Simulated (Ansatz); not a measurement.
Consider SnO2 in the rutile structure (space group P4_2/mnm, No. 136).

```yaml
crystal:
  lattice:
    - [4.72236, 0.00000, 0.00000]
    - [0.00000, 4.72236, 0.00000]
    - [0.00000, 0.00000, 3.19034]
  atoms:
    - { symbol: Sn, position: [0.00000, 0.00000, 0.00000] }
    - { symbol: Sn, position: [0.50000, 0.50000, 0.50000] }
    - { symbol: O, position: [0.30607, 0.30607, 0.00000] }
    - { symbol: O, position: [0.80607, 0.19393, 0.50000] }
    - { symbol: O, position: [0.19393, 0.80607, 0.50000] }
    - { symbol: O, position: [0.69393, 0.69393, 0.00000] }
```

Method: LDA, PAW, 420 eV (Ansatz, a quantum-chemistry and plane-wave program; no SOC).

Before the change:

| Property | Result |
|---|---|
| Electron mass | 0.18 mₑ along c, 0.20 mₑ across (at Γ) |
| Band gap | 1.16 eV |

The change: the cell is scaled by 1.0120 in all directions, atoms relaxed at fixed cell.

Estimate the effect on the electron mass and band gap.

The electron mass goes from 0.18 mₑ along c, 0.20 mₑ across (at Γ) to 0.16 mₑ along c, 0.18 mₑ across (at Γ); the band gap decreases by 0.39 eV, from 1.16 eV to 0.77 eV.

The cells carry an imposed strain or load. Effective masses come from finite differences of ±0.01 Å⁻¹. Stability against distortions was not tested.
